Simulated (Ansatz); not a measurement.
H interstitial in zinc-blende BP (start: void with 4B nearest; 64-site cell, 2×2×2 shifted sampling). Method: PBE, PAW (plane waves to 420 eV; Ansatz, a first-principles code). Total energies of the localised charge states, counted from that of charge +1, and their image corrections (point charge with alignment); the host's valence-band maximum lies at 9.171 eV on the cells' energy zero and its gap is 1.25 eV.

```tsv
charge	moment (μB)	E − E(first) (eV)	correction (eV)
+1	not spin-polarised	0.000	0.230
0	1.0	9.971	0.000
```

Problem. Derive the transition levels above the valence-band maximum and say which of them are thermodynamic.

Solution. A level is the Fermi energy at which two charges have equal formation energy: ε(q/q′) = [E(q′) + corr(q′) − E(q) − corr(q)] / (q − q′) − E_VBM.
ε(+1/0) = [(9.971 + 0.000) − (0.000 + 0.230)] / 1 − 9.171 = 0.57 eV
Thermodynamic levels at least 0.1 eV inside the gap: (+1/0) at 0.57 eV. They hold to tenths of an eV in this cell. Only the charges listed were compared. Charge −1 has its level within 0.1 eV of a band edge or past it. The geometries come from one start.
